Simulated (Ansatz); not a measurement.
Base system: BAs in the zinc blende structure (space group F-43m, No. 216).

```yaml
crystal:
  lattice:
    - [0.00000, 2.39195, 2.39195]
    - [2.39195, 0.00000, 2.39195]
    - [2.39195, 2.39195, 0.00000]
  atoms:
    - { symbol: As, position: [0.75000, 0.75000, 0.75000] }
    - { symbol: B, position: [0.00000, 0.00000, 0.00000] }
```

The other end (x = 1) is BN in the zinc blende structure (space group F-43m, No. 216): 5.88 Å³/atom, gap 5.00 eV.

The values are results of r2SCAN, PAW, 500 eV (Ansatz, a program for electronic structure; no spin-orbit coupling), not measurements.

N replaces a fraction x of As; each row is one arrangement (x, atoms in the cell, starting space group or random), fully relaxed.

One change was made to it. Results:

The mixing energy is +0.667 eV/atom; the mean first-shell distances comes out as As–B 1.947 Å (end compound 2.071 Å), N–B 1.656 Å (end compound 1.563 Å); the gap character (in this cell's own zone, which can be folded) is indirect, M–S (92 % along) → M; the deviation of the volume from the linear (Vegard-type) interpolation comes out as -3.7 %.

What was done to the base?
(A) x(N) = 0.25, 8 atoms, Cm
(B) x(N) = 0.5, 8 atoms, Cm
(C) x(N) = 0.667, 6 atoms, I-4m2
(D) x(N) = 0.333, 6 atoms, Imm2

C, x(N) = 0.667, 6 atoms, I-4m2. For comparison, the mean first-shell distances in the other runs: x(N) = 0.25, 8 atoms, Cm gives As–B 2.048 Å (end compound 2.071 Å), N–B 1.736 Å (end compound 1.563 Å); x(N) = 0.5, 8 atoms, Cm gives As–B 2.007 Å (end compound 2.071 Å), N–B 1.685 Å (end compound 1.563 Å); x(N) = 0.333, 6 atoms, Imm2 gives As–B 2.050 Å (end compound 2.071 Å), N–B 1.687 Å (end compound 1.563 Å).

These are small ordered cells, not random alloys; other orderings at the same x differ. Whether these cells are dynamically stable was not tested. Labels are those of the standard path for the cell's own space group.
